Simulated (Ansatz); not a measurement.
**alpha quartz: the defect Si vacancy + 1 H**

These are PBE, PAW (plane waves to 420 eV; Ansatz, a quantum-chemistry and plane-wave program) values and carry that method's errors. The supercell holds 72 host sites (2×2×2 repeats of the unit cell), with a 2×2×2 Γ-centred k-point sampling for the final energies. Sites at the start: the Si site; 1 H on the vacancy's neighbours. Finite-size correction: monopole term and site-potential alignment. Dielectric constants: PBE linear response of the host. Host gap at this level: 5.68 eV. These values are not converged in cell size to better than tenths of an eV. Levels are measured in PBE's own, too narrow, gap. Spin–orbit coupling is left out. Each state is the lowest found from its start.

Formation energies E_f are given with the Fermi level at the valence-band maximum. Chemical conditions: O-rich (Δμ(Si) = -8.33 eV, Δμ(H) = -1.25 eV, bounded by H2O molecule; only phases computed here count, gases as isolated molecules at 0 K). Reference phases: H: H2 molecule in a box, Si: silicon.

```json
[
 {"charge": "0", "moment (μB)": "3.0", "point group": "C1", "largest move off a lattice site (Å)": "0.46", "image correction with alignment (eV)": "0.00", "E_f, O-rich (eV)": "5.42", "above the lowest spin state (eV)": "0.00"},
 {"charge": "−1", "moment (μB)": "2.0", "point group": "C1", "largest move off a lattice site (Å)": "0.41", "image correction with alignment (eV)": "0.61", "E_f, O-rich (eV)": "6.76", "above the lowest spin state (eV)": "0.00"},
 {"charge": "−1†", "moment (μB)": "not spin-polarised", "point group": "–", "largest move off a lattice site (Å)": "0.36", "image correction with alignment (eV)": "0.63", "E_f, O-rich (eV)": "–", "above the lowest spin state (eV)": "0.64"},
 {"charge": "−2", "moment (μB)": "1.0", "point group": "C1", "largest move off a lattice site (Å)": "0.60", "image correction with alignment (eV)": "1.99", "E_f, O-rich (eV)": "9.66", "above the lowest spin state (eV)": "0.00"},
 {"charge": "−3", "moment (μB)": "not spin-polarised", "point group": "C1", "largest move off a lattice site (Å)": "0.85", "image correction with alignment (eV)": "4.08", "E_f, O-rich (eV)": "13.69", "above the lowest spin state (eV)": "0.00"}
]
```

† A higher spin state that isn't settled.

Point groups are those of the whole cell at tolerances of 0.03 and 0.1 Å ("near" where only the looser one holds); none is given for unsettled states.

Starting moments that weren't kept: charge 0 began with 1 μB and ended with 3.0.

Transition levels above the valence-band maximum: ε(0/−1) = 1.34 eV; ε(−1/−2) = 2.90 eV; ε(−2/−3) = 4.03 eV. On the lower envelope of the bound states, inside the gap: (0/−1) at 1.34 eV; (−1/−2) at 2.90 eV; (−2/−3) at 4.03 eV.

Flagged in the runs: a doubtful potential alignment, a host whose relaxation on this sampling wasn't shown to rest, a strain field that reaches the edge of the cell.
